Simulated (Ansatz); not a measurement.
Base system: Mg₂Sn (space group Fm-3m, No. 225; a = 6.7471 Å; relaxed with 0.1 eV smearing). Axes: x, y, z lie along the cube axes.

Computed with Ansatz (a program for electronic structure) PBEsol, no spin-orbit coupling.

Perturbation: tensile biaxial strain of 0.50 % in the plane normal to [001], as in epitaxy on a mismatched substrate; the out-of-plane cell vector and the atoms relax.

Task: Predict the new out-of-plane strain.

Result: The out-of-plane strain comes out as -0.36 %.

Stability against distortions was not tested.
